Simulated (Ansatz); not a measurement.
Amorphous cells of 8 compositions: the gap between the highest filled and lowest empty level at the zone centre, by PBE and by a single point of r2SCAN on the same geometry (PBE, scalar-relativistic without spin-orbit coupling (plane waves to 420 eV, PAW; Ansatz, a quantum-chemistry and plane-wave program); r2SCAN at 500 eV). The networks come from melt-quench runs on the CHGNet potential at compositions and starting densities chosen by hand, with anions pushed apart in the CHGNet dynamics, and DFT then relaxed them. The cells are small and were quenched far faster than real films, so single cells scatter. Defect or tail levels can set these gaps. The rows are the first to finish with both values and no moments.

```
cell                        PBE gap x (eV)  r2SCAN gap y (eV)
--------------------------  --------------  -----------------
A (Ga24O37Zn, 5.05 g/cm3)             1.35               1.87
B (Ga24O37Na2, 4.87 g/cm3)            1.51               2.05
C (Ga24O39Lu2, 5.38 g/cm3)            1.54               2.08
D (Ga24O39In2, 5.03 g/cm3)            1.59           withheld
E (Ga24O39W, 5.13 g/cm3)              1.68               2.24
F (Ga24O39La2, 5.16 g/cm3)            1.76               2.29
G (Ga24O39Sc2, 4.89 g/cm3)            1.90               2.43
H (Ga24O38Ti, 4.92 g/cm3)             2.04               2.61
```

Question: Fit a straight line through the 7 full rows and predict the withheld value for D (Ga24O39In2, 5.03 g/cm3).

Answer: Means: x = 1.683, y = 2.224. Slope = Σ(Δx Δy) / Σ(Δx²) = 0.3561 / 0.3417 = 1.04; the r.m.s. residual is 0.014. Prediction: 2.224 + 1.04 × (1.59 − 1.683) = 2.13. The run gave 2.12, 0.01 below the line.
